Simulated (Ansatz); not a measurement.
# A series of runs on ZrH2 (Fm-3m, 3 atoms in the cell)

Space group Fm-3m (No. 225); a = b = c = 4.644 Å, α = β = γ = 90.00°

| atom | site | symmetry | x | y | z |
|---|---|---|---|---|---|
| Zr | 4a | m-3m | 0.0000 | 0.0000 | 0.0000 |
| H | 8c | -43m | 0.2500 | 0.2500 | 0.2500 |
(The calculation used a cell of 3 atoms; values per cell refer to that cell.)

Base run A: PBEsol, default PAW files made with PBE (Ansatz, a quantum-chemistry and plane-wave program), self-consistent single point.

Its settings: kpoints.mp_grid.grid = 10 10 10; hamiltonian.xc = pbesol; hamiltonian.pseudopotentials = {kind: paw} (the program's default PAW files); scf.occupations.method = gaussian; scf.occupations.width = 0.272 eV.

The starting cell was generated: these elements placed on a structure prototype, without a prior relaxation; it need not be a known phase or ordering of this composition. In the base run, with a pressure of about 13 GPa the cell is away from its equilibrium volume at this level. Ansatz's pressure includes its estimate of the finite-basis (Pulay) stress.

A dash stands where there is no value to compare (another energy zero or no entropy term, no result, no spin, no clean gap, or a mesh too coarse for one). 

Run A gave: pressure (GPa) 12.73.

Runs:
- B: hamiltonian.dispersion: default → d3bj [PBEsol-D3BJ]
- C: hamiltonian.dispersion: default → d3bjatm [PBEsol-D3BJ-ATM]
- D: hamiltonian.dispersion: default → d4 [PBEsol-D4]

What does run B change against A?

The pressure goes from 12.73 to 7.65 GPa.

What does run C change against A?

The pressure goes from 12.73 to 8.71 GPa.

What does run D change against A?

The pressure goes from 12.73 to 10.74 GPa.

| run | pressure (GPa) | dispersion energy (eV/atom) |
|---|---|---|
| A | 12.73 | – |
| B | 7.65 | -0.261 |
| C | 8.71 | -0.234 |
| D | 10.74 | -0.098 |

Keys are those of Ansatz 0.2.
